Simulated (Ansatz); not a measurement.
Base system: Re in the hcp (Mg type) structure (space group P6_3/mmc, No. 194; a = 2.752 Å, c = 4.440 Å; relaxed with 0.1 eV smearing).

Calculations: PBEsol in Ansatz (plane waves to 420 eV, PAW, spin-orbit coupling left out).

For the base:

The pressure comes out as 0.0 GPa and the band gap is zero.

Now apply this change: an isotropic linear strain of +1.00 %; the atoms relax in the strained cell.

### Question
What happens to the energy relative to the base, pressure and band gap?

### Answer
The energy goes up by 15 meV/atom; the pressure (mean of the normal stresses, compression positive) goes from zero to -10.9 GPa; the band gap stays zero.

Whether these cells are dynamically stable was not tested. All final runs are without spin polarisation.

Ansatz is a quantum-chemistry and plane-wave program.
